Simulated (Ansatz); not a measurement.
MgCu2 (Fd-3m, No. 227), treated with PBEsol (PAW; Ansatz, a quantum-chemistry and plane-wave program).

Run with plane-wave cutoff 520 eV, 14×14×14 k mesh, Fermi–Dirac smearing 0.05 eV, no spin polarisation, scalar-relativistic PAW data made under PBE.

Computed at the level's own relaxed cell.

### Question
Estimate the lattice parameter a and bulk modulus that the calculation returns.

### Answer

- lattice parameter a = 6.934 Å
- bulk modulus = 106 GPa

Note: the run has no spin polarisation, so it can have missed a magnetic state; the bulk modulus is −V dP/dV from two relaxed cells at ±2 % in volume.

The computed numbers hold no vibrational or temperature effects.

Cost on a shared machine: roughly 110 core-seconds.
